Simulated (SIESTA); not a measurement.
Band structure of MgTl (Pm-3m, 2 atoms in the cell).

```
MgTl
1.0
    3.63780     0.00000     0.00000
    0.00000     3.63780     0.00000
    0.00000     0.00000     3.63780
Mg Tl
1 1
Cartesian
  0.00000   0.00000   0.00000
  1.81890   1.81890   1.81890
```

Level of theory: GGA PBEsol, numerical atomic orbitals DZP, PseudoDojo PBEsol standard norm-conserving potentials (rewritten from UPF to PSML) (SIESTA 5.4.2).

Settings: XC.functional = GGA; XC.authors = PBEsol; potentials = PseudoDojo PBEsol standard; PAO.BasisSize = DZP; PAO.EnergyShift = 0.01 Ry; MeshCutoff = 300 Ry; kgrid.MonkhorstPack = 7 7 7; OccupationFunction = MP; OccupationMPOrder = 0; ElectronicTemperature = 0.272 eV; MaxSCFIterations = 150; SCF.Mixer.Method = Broyden; SCF.Mixer.Weight = 0.2; SCF.Mixer.History = 6.

The starting cell comes from a database of computed structures (which also holds hypothetical and non-ambient phases and stackings), without a prior relaxation at this level. Spin-orbit coupling is off. Values carry the incompleteness of an atom-centred basis.

Levels in eV from the Fermi level, bands 8 to 13:
```csv
point,8,9,10,11,12,13
Γ,-11.34,-11.34,-9.68,2.67,2.67,2.67
X,-11.48,-11.34,-7.38,-5.04,5.24,5.24
M,-11.43,-11.21,-5.46,-2.58,-2.58,-0.44
R,-11.19,-11.19,-3.68,-0.09,-0.09,-0.09
```

Bands cross the Fermi level along this path, so the cell is metallic at this level.

Higher empty bands are left out: an atom-centred basis made for the valence describes them poorly.
